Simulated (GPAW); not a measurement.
Band structure of HfBe2 (P6/mmm, 3 atoms in the cell).

```
HfBe2
1.0
    3.77950     0.00000     0.00000
   -1.88975     3.27314     0.00000
    0.00000     0.00000     3.16996
Hf Be
1 2
Direct
  0.00000   0.00000   0.00000
  0.33333   0.66667   0.50000
  0.66667   0.33333   0.50000
```

Computed with LDA (Perdew-Wang 92), GPAW PAW datasets LDA (gpaw-data 1.0.1) (plane waves; GPAW).

Settings: mode = pw; ecut = 800 eV; xc = LDA; kpts = 10 10 10; mesh shift (steps) = 0 0 0; occupations.name = methfessel-paxton; occupations.width = 0.05 eV; occupations.order = 0; nbands = -9; symmetry.symmorphic = false; symmetry.tolerance = 0.0005; maxiter = 120; bandpath_npoints = 40.

The starting cell comes from a database of computed structures (which also holds hypothetical and non-ambient phases and stackings), without a prior relaxation at this level. Spin-orbit coupling is off.

Levels in eV from the Fermi level, bands 5 to 12:
```
point      5      6      7      8      9    10    11    12
-----  -----  -----  -----  -----  -----  ----  ----  ----
Γ      -7.92  -1.02  -1.02  -0.42   3.82  4.50  4.50  5.75
M      -5.35  -3.97  -0.90   0.17   1.48  3.57  3.74  4.08
K      -4.12  -3.63  -3.63   2.06   2.30  2.30  3.18  3.18
A      -4.75  -3.84   0.42   0.42   1.76  1.76  2.82  2.82
L      -4.11  -1.93  -1.74  -1.54  -0.61  4.39  4.74  6.99
H      -3.48  -3.48  -0.94  -0.94  -0.61  3.21  6.28  6.28
```

Bands cross the Fermi level along this path, so the cell is metallic at this level.
